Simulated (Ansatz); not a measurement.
Structure of amorphous Si24O49Mg (periodic cell):

```
MgO49Si24
1.0
   10.57129    -0.29127    -0.05809
   -0.29127    10.19695     0.01112
   -0.05809     0.01112    10.31268
Si O Mg
24 49 1
Direct
  0.08106   0.09986   0.98771
  0.78915   0.36480   0.27375
  0.68183   0.63279   0.34416
  0.31883   0.73026   0.61098
  0.45633   0.97070   0.19581
  0.38599   0.67353   0.87539
  0.15177   0.35062   0.87562
  0.35846   0.25001   0.27038
  0.39777   0.40693   0.01343
  0.81524   0.99723   0.92780
  0.15346   0.54481   0.33839
  0.79628   0.59550   0.61527
  0.33154   0.22186   0.49323
  0.40003   0.69996   0.32941
  0.83590   0.90504   0.40328
  0.32757   0.95132   0.93993
  0.69070   0.70965   0.87460
  0.03099   0.35316   0.12375
  0.86678   0.32459   0.56023
  0.14300   0.38188   0.60191
  0.73309   0.05872   0.64384
  0.43450   0.01153   0.67684
  0.72716   0.07952   0.20201
  0.04056   0.74551   0.49147
  0.53583   0.71598   0.87017
  0.37314   0.08566   0.55442
  0.20753   0.01803   0.00653
  0.81084   0.06192   0.78198
  0.71616   0.50294   0.25018
  0.73317   0.68150   0.72418
  0.05930   0.19662   0.11485
  0.58491   0.04849   0.68043
  0.08726   0.20007   0.86248
  0.28478   0.60249   0.27215
  0.37056   0.04233   0.81555
  0.07719   0.42517   0.99116
  0.29936   0.33031   0.91051
  0.33378   0.62566   0.72988
  0.26976   0.29922   0.61060
  0.83952   0.02205   0.29333
  0.29600   0.79699   0.90517
  0.82407   0.44288   0.65414
  0.76928   0.19901   0.57452
  0.34548   0.36000   0.16007
  0.44601   0.94469   0.04154
  0.74093   0.85734   0.91932
  0.23418   0.20897   0.36495
  0.96465   0.99105   0.96780
  0.06173   0.66675   0.35518
  0.75550   0.08434   0.04621
  0.01374   0.28892   0.57837
  0.36607   0.56256   0.98839
  0.86261   0.37416   0.40868
  0.76164   0.94543   0.53603
  0.98265   0.88405   0.44714
  0.38653   0.85157   0.28011
  0.17250   0.76695   0.57549
  0.09159   0.42721   0.24954
  0.87536   0.37004   0.13909
  0.54039   0.65598   0.28965
  0.44572   0.29479   0.40266
  0.40005   0.11260   0.21334
  0.77186   0.76887   0.33570
  0.54128   0.37384   0.99973
  0.12828   0.43960   0.74748
  0.75109   0.60841   0.96875
  0.38942   0.67828   0.48415
  0.16741   0.48984   0.48753
  0.60511   0.98294   0.23706
  0.40742   0.85801   0.65043
  0.70089   0.23090   0.25025
  0.69482   0.58294   0.49263
  0.93369   0.66441   0.57671
  0.70001   0.45240   0.04180
```

Methods: PBE, scalar-relativistic without spin-orbit coupling (Ansatz, a program for electronic structure); r2SCAN, scalar-relativistic without spin-orbit coupling (Ansatz); HSE06, scalar-relativistic without spin-orbit coupling (Ansatz). Neutral PBE cell, which sets geometry, pressure and energy: sampling: a 2×2×2 Γ-centred mesh; Fermi-Dirac width 0.02 eV; no spin polarisation. Exact exchange is cut at the faces of this 10 Å cell, which leaves hybrid gaps a finite-size error.

The cell was made by melting and quenching with the CHGNet potential and then relaxed with DFT. O atoms were pushed apart under 1.9 Å during the dynamics, to hinder bonds among them. The hot cell started wider than the set density and was brought back towards it in steps. It is the lowest in DFT energy of 2 quenches. It is a model cell: composition and starting density were chosen by hand, and all elements were melted together. No dispersion term was used. Its density started from a set value of 2.22 and ended at 2.22 g/cm³. The quench (nominally 480 K/ps over its main leg) was far faster than any real one, so the model tends to hold more defects than a real film. A cell of this size samples the disorder only roughly. The volume was held where the preparation left it and the shape relaxed.

Task: Give the pressure, the energy against reference phases and the spacing of the highest filled and lowest empty levels.

Result: 
| Property | Value |
|---|---|
| Pressure on a 2×2×2 Γ-centred mesh | 0.81 GPa |
| Largest force and stress component on that mesh (the relaxation ran on the zone centre alone) | 0.02 eV/Å and 0.8 GPa |
| Energy relative to alpha cristobalite + rock-salt MgO (lowest mix at this level among the phases computed, not always the ambient ones) | 0.096 eV/atom |
| Level gap on a 2×2×2 Γ-centred mesh (PBE) | 4.53 eV |
| Level gap at the zone centre (PBE) | 4.53 eV |
| Level gap at the zone centre (r2SCAN) | 5.17 eV |
| Level gap at the zone centre (HSE06) | 6.27 eV |
| Distance between the nearest levels spread over more than a fifth of the atoms or a third of the atoms of their main element (six at least) (PBE, zone centre) | 5.23 eV |

Task: At PBE and the zone centre, how localised are the states just below and above the Fermi level (participation number: the atoms over which a state spreads)?

Result: The highest filled state is spread over 3.4 atoms' worth, largest on O66, with weights by element (charge in smoothed Voronoi cells) O 0.95, Si 0.04, Mg 0.02. The lowest empty state is spread over 58.6 atoms' worth, largest on Mg74, with weights by element (charge in smoothed Voronoi cells) O 0.70, Si 0.25, Mg 0.05.

At PBE the levels at the filled edge of the gap are localised (band-tail or defect states), and the nearest spread-out levels lie 5.2 eV apart at the zone centre.

Neighbours within Si-Si 2.60 Å, Si-O 1.90 Å, Si-Mg 2.82 Å, O-O 1.58 Å, O-Mg 2.48 Å, Mg-Mg 3.19 Å count as bonded. Two cations that share two anions don't count as bonded, nor two that share one unless they lie closer than Si-Si 2.38 Å, Si-Mg 2.74 Å, Mg-Mg 3.10 Å.

Added carriers, by Ansatz with PBE, scalar-relativistic without spin-orbit coupling on the zone centre alone. Charged cells keep the cell fixed and stand in a uniform background, with no image correction, at a width of 0.01 eV; where the count is odd the moment is locked at 1 μB, unless the neutral cell bore moments. Each starts from the undistorted neutral geometry alone. PBE's self-interaction favours spread-out carriers, so it can miss traps that a hybrid finds.

Task: What happens at PBE when the cell takes an extra electron and the atoms relax?

Result: Relaxation lowers the charged cell by 0.25 eV. The largest moves are Mg74 1.22 Å, O46 0.49 Å, O66 0.46 Å, O28 0.38 Å. The level that holds the added charge spreads over 5.8 atoms' worth, most on Mg74 (weight 0.40): a localised (trapped) carrier, which neighbours of that atom can share. Bonds broken: O29-Mg74, O59-Mg74. Made neutral again at that geometry, the cell lies +0.61 eV from the neutral start.

Task: What happens at PBE when the cell takes a hole and the atoms relax?

Result: Relaxation lowers the charged cell by 0.30 eV. The largest moves are O66 0.40 Å, O46 0.25 Å, Mg74 0.25 Å, O28 0.19 Å. The level that was emptied spreads over 4.0 atoms' worth, most on O66 (weight 0.36): a localised (trapped) carrier, which neighbours of that atom can share. No bond crosses its cut-off with a change of over 0.15 Å (metal-metal contacts aside). Made neutral again at that geometry, the cell lies +0.66 eV from the neutral start.
